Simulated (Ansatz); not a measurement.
bcc Mo (0 0 1) on rock-salt PbTe (0 0 1) (film strained to the substrate, started from cuts of the bulks and a machine-learned relaxation; slabs Pb4Te4 and Mo12, which can lie off the formulas)

A periodic stack without vacuum, bcc Mo (0 0 1) on rock-salt PbTe (0 0 1) (film strained to the substrate, started from cuts of the bulks and a machine-learned relaxation; slabs Pb4Te4 and Mo12, which can lie off the formulas): substrate slab Pb4Te4, film Mo12, surface cells [[1, 0], [1, 1]] and [[-1, 1], [-1, -1]], film strained by +3.9 and +3.9 %, outermost planes PbTe/PbTe and Mo/Mo as cut, which need not be the usual terminations and can put a slab off its formula.

The start was prepared with a machine-learned potential, and the result is one local minimum, with the in-plane cell held and forces under 0.04 eV/Å; the film can end far from its bulk form.

The numbers are results of PBE (plane waves to 420 eV, PAW; Ansatz, a first-principles code), not measurements. Spin–orbit coupling is left out; the runs are not spin-polarised. Its k-point mesh 7×7×1, Fermi–Dirac width 0.05 eV.

- interface area: 21.6 Å²
- period: 21.56 Å
- heights between the nearest atoms of the two slabs at the two interfaces: 1.75 and 1.75 Å
- Mo–Pb contacts across the interfaces within 1.22 times the sum of covalent radii: 10, mean 3.26 Å
- Mo–Te contacts across the interfaces within 1.22 times the sum of covalent radii: 10, mean 2.95 Å

```
CELL_PARAMETERS angstrom
      4.64498     0.00030    -0.12737
     -0.00017     4.64659     0.01096
     -2.17607    -0.32700    21.62798
ATOMIC_POSITIONS crystal
  Pb 0.21017 0.13120 0.20244
  Pb 0.14955 0.66746 0.04649
  Pb 0.32385 0.63539 0.49968
  Pb 0.80215 0.64019 0.34296
  Te 0.71853 0.62578 0.20184
  Te 0.63752 0.16523 0.02676
  Te 0.83727 0.13641 0.51941
  Te 0.30525 0.13371 0.34364
  Mo 0.42179 0.64472 0.66398
  Mo 0.92241 0.14536 0.66402
  Mo 0.38530 0.14232 0.60087
  Mo 0.88322 0.64173 0.60080
  Mo 0.50635 0.65347 0.80701
  Mo 0.00705 0.15345 0.80678
  Mo 0.46657 0.14916 0.73940
  Mo 0.96606 0.64960 0.73911
  Mo 0.58758 0.66152 0.94547
  Mo 0.08796 0.16255 0.94515
  Mo 0.55103 0.15773 0.88211
  Mo 0.05042 0.65802 0.88216
```
